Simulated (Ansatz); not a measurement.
## Al2O3, response to strain

The parent structure is Al₂O₃ in the corundum structure (space group R-3c, No. 167; a = 4.729 Å, c = 12.892 Å (hexagonal axes)).

Strains are applied to the cell and any free atomic positions relax.

Computed with DFT with LDA, PAW potentials and a 420 eV plane-wave cutoff in Ansatz (a program for electronic structure), scalar-relativistic without spin-orbit coupling.

Notes on the quantities. energy relative to the base: free energy F; pressure: mean of the normal stresses, compression positive.

| change | band gap | electron mass | energy relative to the base | pressure |
|---|---|---|---|---|
| base | 6.43 eV | 0.43 mₑ along c, 0.39 mₑ across (at Γ) | 0 meV/atom | -0.1 kbar |
| isotropic strain −3.00 % | 7.62 eV | 0.50 mₑ along c, 0.43 mₑ across (at Γ) | +59 meV/atom | 282.0 kbar |
| isotropic strain −2.25 % | 7.31 eV | 0.48 mₑ along c, 0.42 mₑ across (at Γ) | +33 meV/atom | 201.3 kbar |
| isotropic strain −1.50 % | 7.01 eV | 0.46 mₑ along c, 0.41 mₑ across (at Γ) | +14 meV/atom | 127.7 kbar |
| isotropic strain −0.75 % | (withheld) | (withheld) | (withheld) | (withheld) |

**Question.** Fill in the withheld entries from the trend.

**Answer.** 
- isotropic strain −0.75 %, band gap: 6.72 eV
- isotropic strain −0.75 %, electron mass: 0.44 mₑ along c, 0.40 mₑ across (at Γ)
- isotropic strain −0.75 %, energy relative to the base: +3.5 meV/atom
- isotropic strain −0.75 %, pressure: 60.8 kbar

Masses are band curvatures over ±0.01 Å⁻¹ around the edge. Stability against distortions was not tested.
